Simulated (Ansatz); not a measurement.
**Mo in the bcc (W type) structure (space group Im-3m, No. 229)**

Space group Im-3m (No. 229); a = 3.1296 Å, b = 3.1296 Å, c = 3.1296 Å, α = 90.00°, β = 90.00°, γ = 90.00°

```csv
atom,site,symmetry,x,y,z
Mo,2a,m-3m,0.0000,0.0000,0.0000
```
(The calculation used a cell of 1 atom; values per cell refer to that cell.)

Method: PBEsol (Ansatz, a quantum-chemistry and plane-wave program), without spin-orbit coupling. Settings: 21×21×21 k-points, 0.05 eV Fermi–Dirac smearing.

Volume per atom: 15.33 Å³
Density: 10.40 g/cm³
Band gap: zero
Total energy: -4897.468 eV/atom (σ→0; compares only within this code and set-up)

No phonon test of stability was made. The final runs are not spin-polarised.
